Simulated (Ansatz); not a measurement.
## How far to go with the k-point mesh: LuH2 (I4mm, 3 atoms in the cell)

```
CELL_PARAMETERS angstrom
      0.00000     2.50208     2.50208
      2.50208     0.00000     2.50208
      2.50208     2.50208     0.00000
ATOMIC_POSITIONS crystal
  Lu 0.00999 0.00999 0.99001
  H  0.25000 0.25000 0.25000
  H  0.75000 0.75000 0.75000
```

Computed with PBEsol, default PAW files made with PBE (plane waves; Ansatz, an electronic-structure program).

Base settings: basis.ecutwfc = 420 eV; kpoints.mp_grid.grid = 11 11 11; hamiltonian.xc = pbesol; hamiltonian.pseudopotentials = {kind: paw} (the program's default PAW files); scf.occupations.method = gaussian; scf.occupations.width = 0.1 eV.

The second cell is the first with its lattice scaled by 0.98.

Only quantities that move along the ladder and can be compared are tabulated.

The count of work is k-points × plane waves × bands × iterations; it is no time. Core times come from one kind of shared machine, to one figure; runs under 30 s give none.

The starting cell comes from a database of computed structures (which also holds hypothetical and non-ambient phases and stackings), without a prior relaxation at this level. Its lattice was rescaled by up to half a per cent. One atom was moved a little off its site on purpose. Ansatz's pressure includes its estimate of the finite-basis (Pulay) stress.

| kpoints.mp_grid.grid | free energy less the last step's (meV/atom) | energy of the compressed cell less the first (meV/atom) | pressure (GPa) | largest difference of a force vector from the last step's (eV/Å) | count of work / last | core time / last (rough) |
|---|---|---|---|---|---|---|
| 2 2 2 | 60.96 | 27.59 | 3.71 | 0.462 | 0.00095 | – |
| 3 3 3 | 22.22 | 3.73 | -1.71 | 0.097 | 0.0019 | – |
| 4 4 4 | 11.18 | 0.23 | -2.64 | 0.012 | 0.0031 | – |
| 5 5 5 | 14.49 | 2.29 | -2.30 | 0.017 | 0.0043 | – |
| 6 6 6 | 0.35 | 1.49 | -2.49 | 0.008 | 0.0071 | – |
| 7 7 7 | -5.10 | 1.22 | -2.55 | 0.003 | 0.0095 | – |
| 8 8 8 | 2.42 | 1.58 | -2.46 | 0.002 | 0.016 | – |
| 9 9 9 | 1.36 | 1.52 | -2.47 | 0.001 | 0.021 | – |
| 10 10 10 | 0.00 | 1.40 | -2.50 | 0.000 | 0.028 | – |
| 11 11 11 | 0.62 | 1.48 | -2.49 | 0.001 | 0.035 | – |
| 12 12 12 | -0.86 | 1.36 | -2.51 | 0.000 | 0.039 | – |
| 13 13 13 | 0.43 | 1.41 | -2.50 | 0.000 | 0.054 | – |
| 15 15 15 | -0.34 | 1.39 | -2.51 | 0.000 | 0.068 | – |
| 16 16 16 | 0.04 | 1.42 | -2.50 | 0.000 | 0.097 | – |
| 20 20 20 | -0.15 | 1.39 | -2.51 | 0.000 | 0.18 | 0.1 |
| 22 22 22 | 0.10 | 1.42 | -2.50 | 0.000 | 0.23 | 0.2 |
| 25 25 25 | -0.01 | 1.40 | -2.50 | 0.000 | 0.33 | 0.2 |
| 27 27 27 | 0.05 | 1.41 | -2.50 | 0.000 | 0.41 | 0.3 |
| 30 30 30 | 0.02 | 1.41 | -2.50 | 0.000 | 0.55 | 0.4 |
| 33 33 33 | 0.00 | 1.40 | -2.50 | 0.000 | 0.72 | 0.5 |
| 37 37 37 | 0.00 | 1.40 | -2.50 | 0.000 | 1.0 | 1 |

Coarsest kpoints.mp_grid.grid that holds the forces within 0.005 eV/Å of the last step, with all finer ones: 7 7 7, at 0.0095 of the last step's count of work; the step before is off by 0.008 eV/Å.

Coarsest kpoints.mp_grid.grid that holds the pressure within 0.1 GPa of the last step, with all finer ones: 6 6 6, at 0.0071 of the last step's count of work; the step before is off by 0.21 GPa.

Coarsest kpoints.mp_grid.grid that holds the free energy within 0.5 meV/atom of the last step, with all finer ones: 13 13 13, at 0.054 of the last step's count of work; the step before is off by 0.86 meV/atom.

The energy difference between the two cells stays within 1 meV/atom of the last step's from 5 5 5 on, the total only from 10 10 10 on: much of the error is common to both cells and cancels.

Keys are those of Ansatz 0.2.
